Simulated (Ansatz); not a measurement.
Input and output of a relaxation of the atoms for Cs2InCuF6 (P1, 10 atoms in the cell) (Ansatz, an electronic-structure program).

Level of theory: PBE (plane waves, PAW; Ansatz).

The change in words: atoms moved at random; relax: default → atoms; relax.f_tol: default → 0.1 eV/Å. Reference geometry:
```
Cs2InCuF6
1.0
    0.00000     4.30768     4.30768
    4.30768     0.00000     4.30768
    4.30768     4.30768     0.00000
Cs Cu In F
2 1 1 6
Direct
  0.25000   0.25000   0.25000
  0.75000   0.75000   0.75000
  0.50000   0.50000   0.50000
  0.00000   0.00000   0.00000
  0.74910   0.25090   0.25090
  0.25090   0.74910   0.74910
  0.25090   0.74910   0.25090
  0.74910   0.25090   0.74910
  0.25090   0.25090   0.74910
  0.74910   0.74910   0.25090
```

Reference input (self-consistent single point, DFT, PBE, plane waves, default PAW files): kpoints.mp_grid.grid = 6 6 6; hamiltonian.xc = pbe; hamiltonian.pseudopotentials = {kind: paw} (the program's default PAW files); scf.occupations.method = fermi_dirac; scf.occupations.width = 0.05 eV. This run's input differs from it in these lines:

Ansatz 0.2 input:
```diff
@@ -7,12 +7,12 @@
   atoms:
-    - { symbol: Cs, position_ang: [2.153838, 2.153838, 2.153838] }
-    - { symbol: Cs, position_ang: [6.461515, 6.461515, 6.461515] }
-    - { symbol: Cu, position_ang: [4.307677, 4.307677, 4.307677] }
-    - { symbol: In, position_ang: [0.000000, 0.000000, 0.000000] }
-    - { symbol: F, position_ang: [2.161592, 4.307677, 4.307677] }
-    - { symbol: F, position_ang: [6.453762, 4.307677, 4.307677] }
-    - { symbol: F, position_ang: [4.307677, 2.161592, 4.307677] }
-    - { symbol: F, position_ang: [4.307677, 6.453762, 4.307677] }
-    - { symbol: F, position_ang: [4.307677, 4.307677, 2.161592] }
-    - { symbol: F, position_ang: [4.307677, 4.307677, 6.453762] }
+    - { symbol: Cs, position_ang: [2.142858, 2.149690, 2.185440] }
+    - { symbol: Cs, position_ang: [6.482653, 6.447162, 6.464320] }
+    - { symbol: Cu, position_ang: [4.304395, 4.294427, 4.314414] }
+    - { symbol: In, position_ang: [-0.019497, 0.014508, 0.018153] }
+    - { symbol: F, position_ang: [2.200827, 4.293040, 4.288094] }
+    - { symbol: F, position_ang: [6.453835, 4.331791, 4.300100] }
+    - { symbol: F, position_ang: [4.284519, 2.165779, 4.305325] }
+    - { symbol: F, position_ang: [4.310016, 6.437492, 4.291799] }
+    - { symbol: F, position_ang: [4.326803, 4.325123, 2.169648] }
+    - { symbol: F, position_ang: [4.282688, 4.310089, 6.431805] }
 kpoints:
@@ -28,2 +28,4 @@
     width: 0.05
+relax:
+  f_tol: 0.1
 output:
```

The program printed (abridged):

```
   [... SCF lines of the steps left out ...]
relax step   1: F+E_penalty+E_count = -28420.68309754 eV  Δ(F+E_penalty+E_count) = +0.000e0 eV  max|allowed force component| = 7.301e-1 eV/Å  Δτ_max = 0.0000 Å  (7 SCF iters, dr2 threshold 1.00e-4 eV, accepted)
relax step   2: F+E_penalty+E_count = -28420.73524521 eV  Δ(F+E_penalty+E_count) = -5.215e-2 eV  max|allowed force component| = 4.644e-1 eV/Å  Δτ_max = 0.1143 Å  (6 SCF iters, dr2 threshold 3.33e-5 eV, accepted)
relax step   3: F+E_penalty+E_count = -28420.80313798 eV  Δ(F+E_penalty+E_count) = -6.789e-2 eV  max|allowed force component| = 7.917e-2 eV/Å  Δτ_max = 0.0785 Å  (7 SCF iters, dr2 threshold 1.35e-5 eV, accepted)
relax step   4: F+E_penalty+E_count = -28420.80314131 eV  Δ(F+E_penalty+E_count) = -3.323e-6 eV  max|allowed force component| = 8.019e-2 eV/Å  Δτ_max = 0.0000 Å  (5 SCF iters, accepted)
Stability not checked: this state was not tested for a lower state beside it, because too few of the mixer's solves of this state at the end of the SCF gave a …
Free energy (F): -28420.803141 eV
Internal energy: -28420.799578 eV  (E = F + TS)
E sigma→0 (E₀):  -28420.801360 eV
Entropy (-TS):   -0.003564 eV (-0.356 meV/atom)
Fermi energy:    8.883932 eV
--- Forces (eV/Å), atoms counted from 1 ---
  atom   1  Cs    -0.00151682    -0.00286621     0.00730735
  atom   2  Cs     0.00704959    -0.00188648    -0.00318420
  atom   3  Cu     0.00044220     0.00090730    -0.00115937
  atom   4  In     0.00058378     0.00046539    -0.00168507
  atom   5  F      0.07707177     0.00074835     0.00043058
   [... lines left out ...]
    - { symbol: F, position: [0.24487449678772044, 0.7552121877904797, 0.2447008641091819] }
    - { symbol: F, position: [0.75502340555696, 0.24488654253058662, 0.7552643748524109] }
    - { symbol: F, position: [0.2448575114458331, 0.24489364962919044, 0.7552609083090049] }
    - { symbol: F, position: [0.755170686658412, 0.7552389310181669, 0.24474942755032525] }
```

The run converged. 

Summary of the result:
- Free energy E − TS (on the zero of these files): -28420.8031 eV
- Pressure: 6.79 GPa
- Largest force (vector length): 0.080 eV/Å
- Relaxation steps: 4

The starting cell was generated: these elements placed on a structure prototype, without a prior relaxation; it need not be a known phase or ordering of this composition. For this run, on top of that: atoms moved at random. Spin polarisation is off, so a magnetic state, if there is one, cannot be reached. Ansatz's pressure includes its estimate of the finite-basis (Pulay) stress. A gap is left out here, as mesh or smearing make it unsure.

Cost on one core of a shared machine: roughly 6 min.
